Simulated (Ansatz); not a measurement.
A 32-atom cell of Pb(Se,Te) started in the rock salt structure, site fractions Se 0.375, Te 0.625, short-range order -0.07 in the first shell of the mixed sites (0 is random, a negative value favours unlike neighbours), space group C2 at the end. The mixed sublattice has 16 sites.

The mixing enthalpy is taken against the end members in the rock salt type, relaxed in the same cell and mesh.

All values below come from PBE (plane waves to 420 eV, PAW; Ansatz, a first-principles code). Spin–orbit coupling is left out; with elements this heavy it can move edges by tenths of an eV. Its k-point mesh 3×3×3, Fermi–Dirac width 0.01 eV.

```json
[
 {"cell": "PbSe", "energy at zero smearing (eV)": "-278025.954"},
 {"cell": "PbTe", "energy at zero smearing (eV)": "-302194.979"},
 {"cell": "Pb8Se3Te5", "energy at zero smearing (eV)": "-293131.087"}
]
```

### Question
Work out the mixing enthalpy per mixed site and the interaction parameter Ω of a regular solution.

### Answer
With x = 10/16 of the second end member, ΔH = [-293131.087 − 6/16 × (-278025.954) − 10/16 × (-302194.979)] / 16 = 32 meV against the separate end members. Ω = ΔH / x(1 − x) = 135 meV, which puts the top of the miscibility gap of this model at Ω / 2k = 790 K.
